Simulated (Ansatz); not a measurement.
**Several settings converged on AlAu (P4mm, 2 atoms in the cell)**

```
AlAu
1.0
    3.21427     0.00000     0.00000
    0.00000     3.21427     0.00000
    0.00000     0.00000     3.21427
Al Au
1 1
Direct
  0.00000   0.00000   0.01556
  0.50000   0.50000   0.50000
```

Base method: LDA (PW92), default PAW files made with PBE (plane waves; Ansatz, a first-principles code).

Base settings: basis.ecutwfc = 30.9 Ry; kpoints.mp_grid.grid = 10 10 10; hamiltonian.xc = lda; hamiltonian.pseudopotentials = {kind: paw} (the program's default PAW files); scf.occupations.method = gaussian; scf.occupations.width = 0.0073 Ry.

The count of work is k-points × plane waves × bands × iterations; it is no time. Core times come from one kind of shared machine, to one figure; runs under 30 s give none.

**The cutoff for other potential files**

Level: DFT, LDA (PW92), plane waves, harder PAW files (source: ansatz) made with PBE.

In this ladder: hamiltonian.pseudopotentials = {kind: paw, source: ansatz}.

The second cell is the first with its lattice scaled by 0.98.

The mesh stays at the base's, so the ladder's end is converged at best in this setting alone.

The first pressure column holds Ansatz's estimate of the finite-basis (Pulay) stress, which hides part of the cutoff error; the other is without it.

Only quantities that move along the ladder and can be compared are tabulated.

```tsv
basis.ecutwfc	free energy less the last step's (meV/atom)	energy of the compressed cell less the first (meV/atom)	pressure (GPa)	pressure without the Pulay estimate (GPa)	count of work / last	core time / last (rough)
29.8 Ry	2102.74	-37.01	-7.04	-118.96	0.12	–
36.4 Ry	323.03	-21.81	-7.05	-29.00	0.17	–
46.3 Ry	14.78	-22.07	-6.94	-8.43	0.24	–
56.2 Ry	0.84	-21.96	-6.93	-6.97	0.31	–
66.1 Ry	0.53	-21.96	-6.93	-6.94	0.40	–
79.4 Ry	0.30	-21.97	-6.93	-6.94	0.54	0.5
99.2 Ry	0.07	-21.96	-6.93	-6.94	0.65	0.6
132.3 Ry	0.00	-21.96	-6.93	-6.94	1.0	1
```

Coarsest basis.ecutwfc that holds the free energy within 2 meV/atom of the last step, with all finer ones: 56.2 Ry, at 0.31 of the last step's count of work; the step before is off by 15 meV/atom.

Coarsest basis.ecutwfc that holds the energy of the compressed cell less the first within 0.2 meV/atom of the last step, with all finer ones: 36.4 Ry, at 0.17 of the last step's count of work; the step before is off by 15 meV/atom.

Coarsest basis.ecutwfc that holds the pressure without the Pulay estimate within 0.5 GPa of the last step, with all finer ones: 56.2 Ry, at 0.31 of the last step's count of work; the step before is off by 1.5 GPa.

The energy difference between the two cells stays within 1 meV/atom of the last step's from 36.4 Ry on, the total only from 56.2 Ry on: much of the error is common to both cells and cancels.

At the lowest cutoff the pressure without the Pulay estimate lies 112 GPa under the last step's, the usual sign of Pulay stress in an incomplete plane-wave basis.

**The relaxed cell against the cutoff**

On AlAu (Pm-3m, 2 atoms in the cell): atoms on their sites.

In this ladder: relax = cell and atoms.

The mesh stays at the base's, so the ladder's end is converged at best in this setting alone.

Only quantities that move along the ladder and can be compared are tabulated.

| basis.ecutwfc | relaxed volume (Å³/atom) | relaxation steps |
|---|---|---|
| 15.4 Ry | 16.050 | 25 |
| 18.4 Ry | 15.870 | 17 |
| 21.7 Ry | 15.718 | 12 |
| 26.1 Ry | 15.643 | 8 |
| 30.9 Ry | 15.635 | 6 |
| 37.1 Ry | 15.634 | 6 |
| 46.3 Ry | 15.634 | 6 |
| 61.7 Ry | 15.634 | 6 |

Coarsest basis.ecutwfc that holds the relaxed volume within 0.016 Å³/atom of the last step, with all finer ones: 26.1 Ry; the step before is off by 0.084 Å³/atom.

At the lowest cutoff the cell relaxes to a volume 2.7 % larger than at the highest. Ansatz relaxes on a stress corrected for the finite basis.

On the base run: the starting cell comes from a database of computed structures (which also holds hypothetical and non-ambient phases and stackings), without a prior relaxation at this level. Its lattice was rescaled by up to half a per cent. One atom was moved a little off its site on purpose.

Keys are those of Ansatz 0.2.
